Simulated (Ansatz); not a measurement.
The structure below was relaxed with Ansatz (a program for electronic structure) r2SCAN, without spin-orbit coupling.

Space group P6₃/mmc (No. 194); a = b = 3.934 Å, c = 12.918 Å, α = β = 90.00°, γ = 120.00°

```json
[
 {"atom": "Ca", "site": "2a", "symmetry": "-3m.", "x": "0.0000", "y": "0.0000", "z": "0.0000"},
 {"atom": "Ca", "site": "2c", "symmetry": "-6m2", "x": "0.3333", "y": "0.6667", "z": "0.2500"}
]
```

Q: Write out a cell with all atoms.

A: 
```xyz
4
Lattice="3.9338 0.0000 0.0000 -1.9669 3.4068 0.0000 0.0000 0.0000 12.9181" Properties=species:S:1:pos:R:3 pbc="T T T"
Ca     0.0000     0.0000     0.0000
Ca     0.0000     0.0000     6.4591
Ca     0.0000     2.2712     3.2295
Ca     1.9669     1.1356     9.6886
```
This is the conventional cell.

Whether these cells are dynamically stable was not tested. The cell was made from La by this change: La → Ca; the result is a model cell. This is not the structure that Ca has at room temperature and ambient pressure.
